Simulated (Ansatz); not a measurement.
The parent structure is a 15-atom supercell of CsSnI₃ in the cubic perovskite structure (space group Pm-3m, No. 221; a = 6.271 Å) at its relaxed geometry.

Calculations: PBE in Ansatz (plane waves to 420 eV, PAW, without spin-orbit coupling), earlier PAW set.

Before the change:

| Quantity | Result |
|---|---|
| Pressure | 0.1 GPa |
| Mean distance from the defect site to its nearest host atoms | 4.43 Å |

It is then changed as follows: a neutral Cs vacancy, atoms relaxed at fixed cell, starting from a slightly rattled geometry.

**Question.** Estimate the effect on the largest displacement of a host atom from its site in the perfect cell, pressure and mean distance from the defect site to its nearest host atoms.

**Answer.** The largest displacement of a host atom from its site in the perfect cell comes out as 0.26 Å; the pressure drops by 0.5 GPa (0.1 GPa → -0.4 GPa); the mean distance from the defect site to its nearest host atoms hardly moves (4.43 Å against 4.44 Å).

Other magnetic orders, which the real material may have, were not ruled out. In so small a cell the defect repeats every few ångströms: this is an ordered compound, not a dilute defect. A case with no gap was solved on a k-mesh chosen for an insulator, which is coarse for it. Starting moments died away, wholly or in part, for Cs vacancy; another magnetic solution may exist. Many cubic perovskites are stable only at high temperature; tilts and polar distortions were not tested. The defect cell is spin-polarised and ends with 0.0 μB.

Ansatz is a quantum-chemistry and plane-wave program.
